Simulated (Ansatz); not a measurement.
**Cost against accuracy: kpoints.mp_grid.grid for La4Sb3 (I-43d, 14 atoms in the cell)**

Cell: a = 8.3563 Å, b = 8.3563 Å, c = 8.3563 Å, α = 109.47°, β = 109.47°, γ = 109.47°.

Method of the run: LDA (PW92), default PAW files made with PBE (plane waves; Ansatz, a quantum-chemistry and plane-wave program).

Base settings: basis.ecutwfc = 420 eV; kpoints.mp_grid.grid = 4 4 4; hamiltonian.xc = lda; hamiltonian.pseudopotentials = {kind: paw} (the program's default PAW files); scf.occupations.method = gaussian; scf.occupations.width = 0.1 eV.

Misses are taken against the tightest run, 12 12 12, which need not be fully converged itself. The energy is the free energy per atom.

The count of work is k-points × plane waves × bands × iterations; it is no time, and leaves out set-up, grids and terms that scale otherwise. Core times come from one kind of shared machine and are given to one figure; runs under 30 s give none.

The starting cell comes from a database of published, mostly measured structures (it also holds non-ambient and calculated ones), without a prior relaxation at this level. Ansatz's pressure includes its estimate of the finite-basis (Pulay) stress.

The runs (kpoints.mp_grid.grid): 1 1 1 | 2 2 2 | 3 3 3 | 4 4 4 | 5 5 5 | 6 6 6 | 7 7 7 | 8 8 8 | 10 10 10 | 12 12 12.

Problem. Which is the coarsest setting among those run that, with all tighter ones, holds the energy within 20 meV/atom of the reference, and what does it save?

Solution. 2 2 2, off by 10 meV/atom; it needs 0.036 of the reference's count of work.

Problem. Which is the coarsest setting among those run that, with all tighter ones, holds the energy within 1 meV/atom of the reference, and what does it save?

Solution. 3 3 3, off by 0.75 meV/atom; it needs 0.049 of the reference's count of work.

Problem. What does the step from 1 1 1 to 3 3 3 buy?

Solution. It takes the miss in the energy from 90 to 0.75 meV/atom, for 4.0 times the count of work.

| kpoints.mp_grid.grid | energy less reference (meV/atom) | pressure less reference (GPa) | largest difference in the force on any atom (eV/Å) | count of work / reference | core time / reference (rough) |
|---|---|---|---|---|---|
| 1 1 1 | 89.52 | 0.78 | 0.500 | 0.012 | – |
| 2 2 2 | -10.26 | -0.21 | 0.050 | 0.036 | – |
| 3 3 3 | -0.75 | 0.00 | 0.007 | 0.049 | – |
| 4 4 4 | -0.13 | -0.01 | 0.001 | 0.11 | – |
| 5 5 5 | -0.11 | 0.00 | 0.001 | 0.12 | 0.1 |
| 6 6 6 | 0.01 | 0.00 | 0.000 | 0.22 | 0.2 |
| 7 7 7 | 0.01 | 0.00 | 0.000 | 0.28 | 0.2 |
| 8 8 8 | -0.01 | 0.00 | 0.000 | 0.40 | 0.4 |
| 10 10 10 | 0.00 | 0.00 | 0.000 | 0.65 | 0.7 |
| 12 12 12 | 0.00 | 0.00 | 0.000 | 1.0 | 1 |

Keys are those of Ansatz 0.2.
